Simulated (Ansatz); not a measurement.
Levels about the gap of amorphous Hf18O39Sc2 (59 atoms in a cell of 804 Å³, 8.11 g/cm³; zone centre alone, so wide bands show as single levels with stretches between that a denser mesh fills), at the geometry that PBE relaxed, where it gives 0.1 GPa on a denser mesh. The participation number counts the atoms over which a state spreads; weights are charges in smoothed Voronoi cells. The levels come from a single point, so bond lengths are those of that geometry. Method of the levels: r2SCAN, scalar-relativistic without spin-orbit coupling (Ansatz, a program for electronic structure). Sampling: the zone centre alone; Fermi-Dirac width 0.02 eV; no spin polarisation.

Preparation: random packing, a CHGNet melt and quench, and a DFT relaxation. O atoms were pushed apart under 1.9 Å during the dynamics, to hinder bonds among them. The hot cell started wider than the set density and was brought back towards it in steps. It is the lowest in DFT energy of 2 quenches. It is a model cell: composition and starting density were chosen by hand, and all elements were melted together. No dispersion term was used. Its density started from a set value of 8.55 and ended at 8.11 g/cm³. Cooling (nominally 300 K/ps over its main leg) ran many orders faster than in experiment, which tends to leave more defects and strain. Values belong to this one cell and scatter from quench to quench. The volume was free in the relaxation, at fixed shape. Stress components on the final sampling reach 2.2 GPa.

| E - E(highest filled), eV | filling | participation number | largest on | weight O | weight Hf | weight Sc |
|---|---|---|---|---|---|---|
| -0.21 | filled | 13.5 | O, 3 neighbours | 0.95 | 0.04 | 0.01 |
| -0.19 | filled | 19.3 | O, 2 neighbours | 0.95 | 0.04 | 0.01 |
| -0.16 | filled | 13.1 | O, 3 neighbours | 0.95 | 0.05 | 0.00 |
| -0.09 | filled | 12.3 | O, 3 neighbours | 0.95 | 0.05 | 0.01 |
| -0.08 | filled | 16.2 | O, 3 neighbours | 0.95 | 0.04 | 0.01 |
| -0.06 | filled | 11.7 | O, 3 neighbours | 0.95 | 0.05 | 0.00 |
| 0.00 | filled | 11.1 | O, 3 neighbours | 0.95 | 0.04 | 0.01 |
| 4.53 | empty | 25.2 | Hf, 6 neighbours | 0.49 | 0.44 | 0.07 |
| 4.77 | empty | 17.6 | Hf, 6 neighbours | 0.34 | 0.47 | 0.19 |
| 4.92 | empty | 30.8 | Sc, 6 neighbours | 0.36 | 0.54 | 0.10 |
| 5.00 | empty | 15.1 | Sc, 6 neighbours | 0.34 | 0.39 | 0.26 |
| 5.06 | empty | 27.9 | Sc, 6 neighbours | 0.34 | 0.48 | 0.17 |
| 5.09 | empty | 25.8 | Sc, 6 neighbours | 0.39 | 0.46 | 0.15 |
| 5.22 | empty | 29.1 | Hf, 6 neighbours | 0.34 | 0.57 | 0.09 |

Most localised among these is the filled level at +0.00 eV, on a O atom, which has 3 neighbours (Sc 1.99 Å, Hf 2.07 Å, Hf 2.23 Å).
